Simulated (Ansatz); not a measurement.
## SiC: response to strain

The reference is SiC (space group P6_3mc, No. 186).

```cif
data_C4Si4
_chemical_formula_sum 'Si4 C4'
_space_group_name_H-M_alt 'P63mc'
_space_group_IT_number 186
_space_group_name_Hall 'P 6c -2c'
_cell_length_a 3.09415
_cell_length_b 3.09415
_cell_length_c 10.12926
_cell_angle_alpha 90.000
_cell_angle_beta 90.000
_cell_angle_gamma 120.000
loop_
_atom_site_label
_atom_site_type_symbol
_atom_site_symmetry_multiplicity
_atom_site_Wyckoff_symbol
_atom_site_fract_x
_atom_site_fract_y
_atom_site_fract_z
_atom_site_occupancy
Si1 Si 2 a 0.00000 0.00000 0.00031 1
Si2 Si 2 b 0.33333 0.66667 0.25025 1
C1 C 2 a 0.00000 0.00000 0.31285 1
C2 C 2 b 0.33333 0.66667 0.06221 1
```

Strains are applied to the cell and any free atomic positions relax.

Calculations: Kohn–Sham DFT with the PBE functional, run in Ansatz (an electronic-structure program) with PAW and 420 eV plane waves, no spin-orbit coupling.

Notes on the quantities. energy relative to the base: free energy F.

| change | smallest direct gap | volume per atom | energy relative to the base |
|---|---|---|---|
| base | 3.34 eV | 10.50 Å³ | 0 meV/atom |
| isotropic strain −3.00 % | 3.38 eV | 9.58 Å³ | +62 meV/atom |
| isotropic strain −2.25 % | 3.37 eV | 9.81 Å³ | +34 meV/atom |
| isotropic strain −1.50 % | 3.36 eV | 10.03 Å³ | +15 meV/atom |
| isotropic strain −0.75 % | 3.35 eV | 10.26 Å³ | +3.6 meV/atom |

No phonon test of stability was made.
